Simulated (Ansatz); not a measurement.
The starting structures come from a database of crystals and need not be the phases stable at ambient conditions.

Data:

```xyz
22
Lattice="6.8876 0.0000 0.0000 0.0000 6.8876 0.0000 3.4438 -3.4438 4.8703" Properties=species:S:1:pos:R:3 pbc="T T T"
In     5.1657     3.4438     3.6527
In     6.8876     5.1657     1.2176
In     8.6095     3.4438     3.6527
In     6.8876     1.7219     1.2176
Ge     8.6095     0.0000     3.6527
Ge     3.4438     1.7219     1.2176
Ge     5.1657     0.0000     3.6527
Ge     3.4438     5.1657     1.2176
O      6.8876     3.4438     2.4351
O      0.0000     0.0000     0.0000
O      3.4438     3.4438     1.9853
O      3.4438     0.0000     4.4204
O      6.8876     0.0000     2.8849
O      3.4438     0.0000     0.4498
O      4.8476     4.8476     0.0000
O      4.8476     1.4038     2.4351
O      2.0400     2.0400     0.0000
O      2.0400    -1.4038     2.4351
O      2.0400     4.8476     0.0000
O      2.0400     1.4038     2.4351
O      4.8476     2.0400     0.0000
O      4.8476    -1.4038     2.4351
```

Space group of this cell: Fd-3m. The cell is taken as given.

Transport runs along the normal of the first two printed cell vectors, the (001) plane of the conventional cell.

The gap is the functional's own. No spin-orbit coupling. Mid-gap values are interpolated on the energy grid.

Q: State the band gap and the smallest decay constant κ at mid-gap according to r2SCAN (Ansatz, a quantum-chemistry and plane-wave program).

A: Gap 2.06 eV on a 6×6×6 mesh; κ = 0.194 1/Å, at the zone centre.
